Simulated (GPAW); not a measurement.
A self-consistent single point of PbO (Pbcm, 8 atoms in the cell) with GPAW

Method of the run: PBEsol, GPAW PAW datasets PBEsol (made by gpaw-setup) (plane waves; GPAW).

The input file:

```python
from ase import Atoms
from ase.units import GPa
from gpaw import GPAW

atoms = Atoms(['Pb', 'Pb', 'Pb', 'Pb', 'O', 'O', 'O', 'O'],
              cell=[[6.101380, 0.000000, 0.000000],
                    [0.000000, 5.621150, 0.000000],
                    [0.000000, 0.000000, 4.728260]],
              scaled_positions=[[0.222950, 0.015340, 0.750000],
                                [0.777050, 0.984660, 0.250000],
                                [0.222950, 0.484660, 0.250000],
                                [0.777050, 0.515340, 0.750000],
                                [0.871500, 0.904990, 0.750000],
                                [0.128500, 0.095010, 0.250000],
                                [0.871500, 0.595010, 0.250000],
                                [0.128500, 0.404990, 0.750000]],
              pbc=True)

calc = GPAW(mode={'name': 'pw', 'ecut': 950},
            xc='PBEsol',
            kpts=(3, 3, 3),
            occupations={'name': 'fermi-dirac', 'width': 0.0},
            nbands=-6,
            convergence={'density': 1e-05, 'energy': 1e-05, 'bands': -4},
            symmetry={'symmorphic': False, 'tolerance': 0.0005},
            maxiter=100)

atoms.calc = calc

energy = atoms.get_potential_energy()
print('Energy (eV):', round(energy, 6))
forces = atoms.get_forces()
print('Forces (eV/Ang):')
print(forces.round(5))
stress = atoms.get_stress()
print('Stress (GPa, Voigt):', (stress / GPa).round(4))
```

Output (repeated stretches shortened):

```
Input parameters:
  convergence: {bands: -4,
                density: 1e-05,
                energy: 1e-05}
  kpts: [3 3 3]
  maxiter: 100
  mode: {ecut: 950,
         name: pw}
  nbands: -6
  occupations: {name: fermi-dirac,
                width: 0.0}
  symmetry: {symmorphic: False,
             tolerance: 0.0005}
  xc: PBEsol

species:
  Pb:
    name: Lead
    Z: 82.0
    valence: 14
    core: 68
    charge: 0.0
    file: Pb.PBEsol.gz

    # Using partial waves for Pb as LCAO basis

  O:
    name: Oxygen
    Z: 8.0
    valence: 6
    core: 2
    charge: 0.0
    file: O.PBEsol.gz

    # Using partial waves for O as LCAO basis

Reference energy: -2276627.844788  # eV

Spin-paired calculation

Convergence criteria:
 Maximum [total energy] change in last 3 cyles: 1e-05 eV / valence electron
 Maximum integral of absolute [dens]ity change: 1e-05 electrons / valence electron
 Maximum integral of absolute [eigenst]ate change: 4e-08 eV^2 / valence electron
 Maximum number of scf [iter]ations: 100

Symmetries present (total): 8
Symmetries with fractional translations: 6
27 k-points: 3 x 3 x 3 Monkhorst-Pack grid
8 k-points in the irreducible part of the Brillouin zone
       k-points in crystal coordinates                weights
   0:     0.00000000    0.00000000    0.00000000          1/27
   1:     0.00000000    0.00000000    0.33333333          2/27
   2:     0.00000000    0.33333333    0.00000000          2/27
   3:     0.00000000    0.33333333    0.33333333          4/27
   4:     0.33333333    0.00000000    0.00000000          2/27
   5:     0.33333333    0.00000000    0.33333333          4/27
   6:     0.33333333    0.33333333    0.00000000          4/27
   7:     0.33333333    0.33333333    0.33333333          8/27

Wave functions: Plane wave expansion
  Cutoff energy: 950.000 eV
  Number of coefficients (min, max): 10742, 10798
  Pulay-stress correction: 0.000000 eV/Ang^3 (de/decut=0.000000)

Occupation numbers: # Zero width

Eigensolver

Densities:
  Coarse grid: 45*40*36 grid
  Fine grid: 90*80*72 grid
  Total Charge: 0.000000

Density mixing:
  Method: separate
  Backend: pulay
  Linear mixing parameter: 0.05
  old densities: 5
  Damping of long wavelength oscillations: 50

Hamiltonian:
  XC and Coulomb potentials evaluated on a 90*80*72 grid
  External potential:
    NoExternalPotential

XC parameters: PBEsol with 2 nearest neighbor stencil

Number of atoms: 8
Number of atomic orbitals: 52
Number of bands in calculation: 46
Number of valence electrons: 80
Bands to converge: 42

Density initialized from atomic densities
  46 bands from LCAO basis set

Atomic positions and initial magnetic moments

Positions:
   0 Pb     1.360303    0.086228    3.546195    ( 0.0000,  0.0000,  0.0000)
   1 Pb     4.741077    5.534922    1.182065    ( 0.0000,  0.0000,  0.0000)
   2 Pb     1.360303    2.724347    1.182065    ( 0.0000,  0.0000,  0.0000)
   3 Pb     4.741077    2.896803    3.546195    ( 0.0000,  0.0000,  0.0000)
   4 O      5.317353    5.087085    3.546195    ( 0.0000,  0.0000,  0.0000)
   5 O      0.784027    0.534065    1.182065    ( 0.0000,  0.0000,  0.0000)
   6 O      5.317353    3.344640    1.182065    ( 0.0000,  0.0000,  0.0000)
   7 O      0.784027    2.276510    3.546195    ( 0.0000,  0.0000,  0.0000)

Unit cell:
           periodic     x           y           z      points  spacing
  1. axis:    yes    6.101380    0.000000    0.000000    45     0.1356
  2. axis:    yes    0.000000    5.621150    0.000000    40     0.1405
  3. axis:    yes    0.000000    0.000000    4.728260    36     0.1313

  Lengths:   6.101380   5.621150   4.728260
  Angles:   90.000000  90.000000  90.000000

Effective grid spacing dv^(1/3) = 0.1358

     iter     time        total  log10-change:
                         energy   eigst   dens
iter:   1 --:--:--   -54.942995   +0.41
iter:   2 --:--:--   -52.400189   -0.39  -1.01
iter:   3 --:--:--   -47.592713   -0.04  -1.07
iter:   4 --:--:--   -47.644054   -1.10  -1.37
iter:   5 --:--:--   -47.885866   -1.01  -1.44
iter:   6 --:--:--   -47.525056   -1.23  -1.71
iter:   7 --:--:--   -47.541136   -1.38  -2.08
iter:   8 --:--:--   -47.501189   -2.62  -1.94
iter:   9 --:--:--   -47.507413   -3.00  -2.59
iter:  10 --:--:--   -47.504797   -2.87  -2.53
iter:  11 --:--:--   -47.501171   -3.36  -2.71
iter:  12 --:--:--   -47.501076   -3.82  -3.20
iter:  13 --:--:--   -47.501094c  -5.12  -3.29
iter:  14 --:--:--   -47.501139c  -5.26  -3.34
iter:  15 --:--:--   -47.501101c  -5.18  -3.39
iter:  16 --:--:--   -47.501296c  -4.29  -3.45
iter:  17 --:--:--   -47.501252c  -5.30  -3.28
iter:  18 --:--:--   -47.501048c  -4.41  -3.32
iter:  19 --:--:--   -47.501027c  -5.25  -3.71
iter:  20 --:--:--   -47.501028c  -5.73  -4.05
iter:  21 --:--:--   -47.501029c  -6.55  -4.08
iter:  22 --:--:--   -47.501029c  -6.65  -4.07
iter:  23 --:--:--   -47.501029c  -7.48c -4.05
iter:  24 --:--:--   -47.501028c  -6.93  -4.12
iter:  25 --:--:--   -47.501028c  -7.49c -4.85
iter:  26 --:--:--   -47.501028c  -8.40c -4.91
iter:  27 --:--:--   -47.501027c  -7.69c -4.94
iter:  28 --:--:--   -47.501027c  -8.54c -5.14c

Converged after 28 iterations.

Dipole moment: (-0.000000, 0.000000, -0.000000) |e|*Ang

Energy contributions relative to reference atoms: (reference = -2276627.844788)

Kinetic:        +77.594703
Potential:      -77.930301
External:        +0.000000
XC:             -47.501091
Entropy (-ST):   +0.000000
Local:           +0.335662
SIC:             +0.000000
--------------------------
Free energy:    -47.501027
Extrapolated:   -47.501027

Showing only first 2 kpts
 Kpt  Band  Eigenvalues  Occupancy
  0    38      4.44007    2.00000
  0    39      4.69503    2.00000
  0    40      7.85155    0.00000
  0    41      8.25446    0.00000

  1    38      4.21113    2.00000
  1    39      4.65134    2.00000
  1    40      8.16003    0.00000
  1    41      8.98159    0.00000

Fermi level: 5.91861

Gap: 2.447 eV
Transition (v -> c):
  (s=0, k=0, n=39, [0.00, 0.00, 0.00]) -> (s=0, k=7, n=40, [0.33, 0.33, 0.33])
Direct/indirect transitions are different
Direct gap: 2.535 eV
Transition at: (s=0, k=4, n=39, [0.33, 0.00, 0.00])
Energy (eV): -47.501027

Forces in eV/Ang:
  0 Pb   -0.13110    0.08605    0.00000
  1 Pb    0.13110   -0.08605    0.00000
  2 Pb   -0.13110   -0.08605    0.00000
  3 Pb    0.13110    0.08605   -0.00000
  4 O     0.00033   -0.04387    0.00000
  5 O    -0.00033    0.04387    0.00000
  6 O     0.00033    0.04387    0.00000
  7 O    -0.00033   -0.04387    0.00000

Stress tensor:
     0.007503    -0.000000     0.000000
    -0.000000     0.008123     0.000000
     0.000000     0.000000     0.009728
Stress (GPa, Voigt): [ 1.2021  1.3014  1.5585  0.      0.     -0.    ]
```

The run converged in 28 iterations. GPAW prints stress with tension positive.

At such cutoffs GPAW's stress carries a finite-basis (Pulay) error, which enters relaxed cells too; its log prints stress with tension positive.

The starting cell comes from a database of computed structures (which also holds hypothetical and non-ambient phases and stackings), without a prior relaxation at this level. Spin-orbit coupling is off.

Cost on one core of a shared machine: roughly 4 min.
